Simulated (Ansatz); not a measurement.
Functionals compared on the (320) surface of bcc Nb in its 1x1 cell, outermost plane spacing 0.46 Å in the ideal cut, in Ansatz (plane waves, PAW). The structure was relaxed with PBE; the other rows are single points on it, each with its references at the same level. Cutoff 420 eV (500 eV for r2SCAN).

Slab: 23 atoms, 10.1 Å thick at the start (thin: gaps and levels are the slab's own); k 11x4x1, smearing 0.1 eV, dipole-corrected; all atoms relaxed; held to the start's symmetry, so lower structures may exist; no spin, no spin-orbit, no U. These notes are the PBE run's.

| functional | surface energy (J/m²) | work function of the top face (eV) | rough cost of the single point |
|---|---|---|---|
| PBE | 2.20 | 4.13 | – |
| LDA | 2.53 | 4.39 | roughly 8 core-minutes |
| PBEsol | [?] | [?] | very roughly 8 core-minutes |
| RPBE | 2.04 | 3.99 | around 7 core-minutes (rough) |
| r2SCAN | 2.33 | 4.16 | roughly 17 core-minutes |

Task: Complete the blanks.

Result: 
- PBEsol, surface energy (J/m²): 2.45
- PBEsol, work function of the top face (eV): 4.22

Ansatz is a program for electronic structure.
